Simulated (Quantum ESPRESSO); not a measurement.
**Parameter sweep on Hf (P6_3/mmc, 4 atoms in the cell)**

```yaml
crystal:
  lattice:
    - [3.23880, 0.00000, 0.00000]
    - [-1.61940, 2.80489, 0.00000]
    - [0.00000, 0.00000, 10.42088]
  atoms:
    - { symbol: Hf, position: [0.00000, 0.00000, 0.00000] }
    - { symbol: Hf, position: [0.00000, 0.00000, 0.50000] }
    - { symbol: Hf, position: [0.33333, 0.66667, 0.25000] }
    - { symbol: Hf, position: [0.66667, 0.33333, 0.75000] }
```

Base run A: PBE, SSSP 1.1.2 efficiency (PBE) pseudopotentials (Quantum ESPRESSO 7.5), self-consistent single point.

Its settings: ecutwfc = 60 Ry; occupations = smearing; smearing = gaussian; degauss = 0.019992 Ry; potentials = {Hf: Hf-sp.oncvpsp.upf}; K_POINTS = automatic 10 10 3 1 1 1; conv_thr = 1e-10 Ry; mixing_beta = 0.4.

The starting cell was generated: these elements placed on a structure prototype, without a prior relaxation; it need not be a known phase or ordering of this composition. Its lattice was rescaled by a random factor within 2.5 % of one. In the base run, with a pressure of about -4 GPa the cell is away from its equilibrium volume at this level.

ΔF is the free energy per atom less that of run A. 

Run A gave: pressure (GPa) -4.17.

Runs:
- B: degauss: 0.019992 Ry → 0.0147 Ry
- C: degauss: 0.019992 Ry → 0.02205 Ry
- D: smearing: gaussian → fermi-dirac; degauss: 0.019992 Ry → 0.0073499 Ry
- E: smearing: gaussian → fermi-dirac; degauss: 0.019992 Ry → 0.02205 Ry
- F: smearing: gaussian → methfessel-paxton; degauss: 0.019992 Ry → 0.0036749 Ry
- G: smearing: gaussian → methfessel-paxton; degauss: 0.019992 Ry → 0.02205 Ry
- H: smearing: gaussian → marzari-vanderbilt; degauss: 0.019992 Ry → 0.0036749 Ry
- I: smearing: gaussian → marzari-vanderbilt; degauss: 0.019992 Ry → 0.02205 Ry
- J: occupations: smearing → tetrahedra_opt; smearing: gaussian → default; degauss: 0.019992 Ry → default

Task: What does run F change against A?

Result: The free energy rises by 22.2 meV/atom and the pressure hardly changes (-4.17 to -4.22 GPa).

Task: What does run J change against A?

Result: The free energy goes up by 29.8 meV/atom and the pressure moves little (-4.17 to -4.16 GPa).

```json
[
 {"run": "A", "ΔF (meV/atom)": "0.00", "pressure (GPa)": "-4.17"},
 {"run": "B", "ΔF (meV/atom)": "11.0", "pressure (GPa)": "-4.20"},
 {"run": "C", "ΔF (meV/atom)": "-5.3", "pressure (GPa)": "-4.15"},
 {"run": "D", "ΔF (meV/atom)": "2.4", "pressure (GPa)": "-4.17"},
 {"run": "E", "ΔF (meV/atom)": "-173.6", "pressure (GPa)": "-3.32"},
 {"run": "F", "ΔF (meV/atom)": "22.2", "pressure (GPa)": "-4.22"},
 {"run": "G", "ΔF (meV/atom)": "24.8", "pressure (GPa)": "-4.25"},
 {"run": "H", "ΔF (meV/atom)": "22.2", "pressure (GPa)": "-4.21"},
 {"run": "I", "ΔF (meV/atom)": "23.7", "pressure (GPa)": "-4.23"},
 {"run": "J", "ΔF (meV/atom)": "29.8", "pressure (GPa)": "-4.16"}
]
```
